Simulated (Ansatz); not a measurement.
Here is the system:

```yaml
crystal:
  lattice:
    - [-0.01579, 2.39196, 2.39196]
    - [2.39196, -0.01579, 2.39196]
    - [2.37617, 2.37617, 0.00000]
  atoms:
    - { symbol: As, position: [0.25054, 0.25054, 0.24946] }
    - { symbol: B, position: [0.99946, 0.99946, 0.00054] }
```

No spin polarisation.

Computed with r2SCAN (Ansatz, a first-principles code), no spin-orbit coupling. Settings: 12×12×12 k-points, 0.05 eV Fermi–Dirac smearing.

**Question.** Predict the stress (xx, yy, zz, yz, xz, xy; compression positive).

**Answer.** (0.03, 0.03, -0.01, 0.00, 0.00, 2.08) GPa.

**Question.** What gap character does the calculation give?

**Answer.** Indirect, Γ → Γ–X (82 % along).

**Question.** Estimate the band gap.

**Answer.** 1.31 eV.

**Question.** Predict the space group.

**Answer.** Imm2 (No. 44).

The cells carry an imposed strain or load. Whether these cells are dynamically stable was not tested. The cell was made from BAs in the zinc blende structure (space group F-43m, No. 216) by this change: tensor shear ε_xy = −0.66 %.
